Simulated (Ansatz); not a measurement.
Results of PBE in Ansatz (PAW) for fluorite PbF2 (high-temperature phase).

Run with plane-wave cutoff 520 eV, 8×8×8 k mesh, perturbation theory, force constants from a 4×4×4 q mesh, scalar-relativistic PAW data made under PBE.

Computed at the level's own relaxed cell.

```xyz
3
Lattice="0.0000 3.0005 3.0005 3.0005 0.0000 3.0005 3.0005 3.0005 0.0000" Properties=species:S:1:pos:R:3 pbc="T T T"
Pb     0.0000     0.0000     0.0000
F      1.5003     1.5003     1.5003
F      4.5008     4.5008     4.5008
```

Harmonic phonon frequencies (cm⁻¹; i marks an imaginary mode; at Γ without the LO shift):

```
q point                 frequencies
-------  --------------------------
Γ        0 0 0 94 94 94 236 236 236
```

Ansatz is a first-principles code.
